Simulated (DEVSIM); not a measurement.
Device: abrupt GaAs n-p junction, at 300 K.

```tsv
layer (left to right)	material	thickness (μm)	Nd (cm⁻³)	Na (cm⁻³)	τn (s)	τp (s)
1	GaAs	0.500	1.1e17	-	9.1e-8	9.1e-8
2	GaAs	0.790	-	2.3e15	9.1e-8	9.1e-8
```

Left contact: ohmic. Right contact: ohmic. Voltage is applied to the left contact. Recombination: SRH at mid-gap, radiative. Mobility is μmin + (μ − μmin)/(1 + (N/Nref)^α).

Constants are typed, rounded textbook-type inputs, not results; the design itself was drawn at random and stands for no fabricated device. Values at 300 K.

```tsv
parameter	GaAs
gap (eV)	1.424
affinity (eV)	4.07
permittivity	12.9
Nc (cm⁻³)	4.7e17
Nv (cm⁻³)	9e18
μn (cm²/Vs)	8500
μp (cm²/Vs)	400
μn,min	500
μp,min	20
Nref,n	6e16
Nref,p	1.5e17
αn	0.39
αp	0.38
B (cm³/s)	2e-10
```

DEVSIM, 1D drift-diffusion, Boltzmann statistics, complete ionisation; no tunnelling, impact ionisation, image-force lowering or self-heating.

**Question.** Tabulate band edges, carrier densities and field at -1.05 V on the left contact.

**Answer.** Energies count from the Fermi level of the right contact; mesh points crowd at the junctions.

```
x (μm)   Ec (eV)  Ev (eV)  n (cm⁻³)  p (cm⁻³)  field (V/cm)
-------  -------  -------  --------  --------  ------------
0.000      1.087   -0.336    1.1e17     < 1e2           ≈ 0
0.01481    1.087   -0.336    1.1e17    5.9e11           ≈ 0
0.03785    1.087   -0.336    1.1e17    1.5e12           ≈ 0
0.07369    1.087   -0.336    1.1e17    2.9e12           ≈ 0
0.1542     1.087   -0.337    1.1e17    6.2e12           ≈ 0
0.2500     1.087   -0.337    1.1e17    1.0e13           ≈ 0
0.3488     1.087   -0.337    1.1e17    1.4e13           ≈ 0
0.4280     1.087   -0.337    1.1e17    1.7e13            93
0.4632     1.089   -0.335    1.0e17    2.0e13          1400
0.4859     1.098   -0.326    7.4e16    2.9e13          7500
0.5000     1.115   -0.309    3.8e16    5.7e13         18000
0.5217     1.144   -0.280    1.2e16    1.8e14         10000
0.5492     1.167   -0.257    5.0e15    4.3e14          6600
0.5929     1.189   -0.235    2.1e15    1.0e15          3700
0.6930     1.209   -0.215    8.7e14    2.2e15           940
0.8206     1.214   -0.210    5.6e14    2.7e15            90
0.9813     1.214   -0.210    3.7e14    2.6e15           -88
1.105      1.212   -0.211    2.2e14    2.5e15          -120
1.201      1.211   -0.213    1.1e14    2.4e15          -130
1.243      1.211   -0.213    5.8e13    2.4e15          -130
1.270      1.210   -0.214    2.5e13    2.3e15          -130
1.290      1.210   -0.214     < 1e2    2.3e15          -130
```
